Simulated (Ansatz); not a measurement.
## TiSi2 under a change: isotropic strain +2.66 %

Take TiSi$_{2}$ (space group Fddd, No. 70; a = 4.7791 Å, b = 8.2295 Å, c = 8.5206 Å) as the base.

It is then changed as follows: every lattice vector is stretched by 2.66 %, atoms relaxed at fixed cell.

Calculations: plane-wave PAW DFT at the r2SCAN level (Ansatz, a first-principles code, 500 eV), no spin-orbit coupling. k-mesh 13×13×13 (Γ-centred); smearing 0.05 eV (Fermi–Dirac).

```json
[
 {"quantity": "volume per atom", "base": "13.96 Å³", "changed": "15.11 Å³", "shift": "+1.144 Å³"},
 {"quantity": "space group", "base": "Fddd (No. 70)", "changed": "Fddd (No. 70)", "shift": "–"},
 {"quantity": "shortest interatomic distance", "base": "2.519 Å", "changed": "2.582 Å", "shift": "+0.0625 Å"},
 {"quantity": "energy relative to the base (free energy F)", "base": "0 meV/atom", "changed": "+38 meV/atom", "shift": "+38 meV/atom"},
 {"quantity": "pressure (mean of the normal stresses, compression positive)", "base": "0.0 GPa", "changed": "-10.0 GPa", "shift": "-10.0 GPa"},
 {"quantity": "band gap", "base": "zero", "changed": "zero", "shift": "–"}
]
```

No phonon test of stability was made. All final runs are without spin polarisation.
